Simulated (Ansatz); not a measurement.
An input for Ansatz (LDA) and the part of its output that reports the quasi-harmonic study. Lengths are of the primitive cell. Dynamical quadrupoles are not included in the interpolation of the phonons between the solved wave vectors. Spin-orbit coupling is not included. The pressure is 5 GPa. The structure is held there; whether it is the stable one at that pressure was not tested.

Ansatz 0.2 input:
```yaml
crystal:
  lattice:
    - [0.0, 2.8611676797, 2.8611676797]
    - [2.8611676797, 0.0, 2.8611676797]
    - [2.8611676797, 2.8611676797, 0.0]
  atoms:
    - { symbol: I, position: [0.25, 0.25, 0.25] }
    - { symbol: Cu, position: [0.0, 0.0, 0.0] }
kpoints:
  mp_grid: { grid: [10, 10, 10] }
hamiltonian:
  xc: lda
  pseudopotentials: { kind: paw }
scf:
  occupations: { method: fixed }
phonons:
  method: dfpt
  qmesh: [5, 5, 5]
  temperatures: { t_max: 1000, t_step: 25 }
  thermal_expansion: { pressure: 5 }
checkpoint:
  write: run
```

```
--- Thermal expansion: 10 cells in 3 rounds, 5 GPa ---
  no lower state was reached at cell 4
  without vibrations: a 4.04528, b 4.04528, c 4.04528 Å, V 46.8092 Å³, B 81.24 GPa
  at 0 K: a 4.05002, b 4.05002, c 4.05002 Å, V 46.9740 Å³, B 80.18 GPa
  zero-point expansion: a +0.117, b +0.117, c +0.117, V +0.352 %
      T/K        a/Å        b/Å        c/Å       V/Å³ | expansion of a, b, c, V (1e-6/K)   | that of V in the mean from 25 °C | C_P, C_V (J/mol K of the cell) | B_T, B_S (GPa)
     0.00    4.05002    4.05002    4.05002    46.9740 |    0.00    0.00    0.00    0.00 |    9.21 |     0.000     0.000 |    80.18    80.18
   100.00    4.04980    4.04980    4.04980    46.9662 |    2.28    2.28    2.28    6.85 |   14.70 |    36.226    36.216 |    79.18    79.20
   200.00    4.05145    4.05145    4.05145    47.0238 |    5.22    5.22    5.22   15.65 |   17.20 |    45.745    45.638 |    77.38    77.56
   298.15    4.05374    4.05374    4.05374    47.1034 |    6.14    6.14    6.14   18.43 |       - |    48.116    47.899 |    75.56    75.90
   375.00    4.05572    4.05572    4.05572    47.1725 |    6.57    6.57    6.57   19.70 |   19.11 |    48.926    48.619 |    74.15    74.61
   475.00    4.05848    4.05848    4.05848    47.2687 |    7.00    7.00    7.00   20.99 |   19.85 |    49.526    49.095 |    72.33    72.96
   575.00    4.06139    4.06139    4.06139    47.3708 |    7.38    7.38    7.38   22.13 |   20.51 |    49.914    49.348 |    70.53    71.34
   675.00    4.06446    4.06446    4.06446    47.4783 |    7.74    7.74    7.74   23.21 |   21.12 |    50.212    49.497 |    68.77    69.76
  the static fit leaves 0.001 meV an atom of the energies and, of the stresses, 0.000 GPa of each cell's largest along a strain (root mean squares over the cells), whose Pulay part it has at -0.027 GPa
  vibrations' free energy: its fit passes through its cells
  the electrons' free energy at temperature is not in it: every band gap is over 1.03 eV
  free energies summed between the sampled wave vectors
  estimated error of the fitted expansion in any direction: up to 0.087e-6/K, at 1000 K, with few degrees of freedom (an estimate, not a bound: it was exceeded on models of known expansion)
  by sums over the sampled wave vectors an expansion of the volume parts by up to 0.77e-6/K
  by a static energy of one degree less an expansion of the volume parts by up to 0.02e-6/K
  band gaps on the cells' k-points are 1.320 to 1.559 eV
```

Warnings of the run: phonon_interpolation_lacks_quadrupole_term, thermal_expansion_settings.

Cost: about 4 core-hours (a rough figure).

No phase change or melting is allowed for: the numbers belong to this structure as given.

The PAW data sets were generated under PBE and serve the other functionals too.

Ansatz is a program for electronic structure.
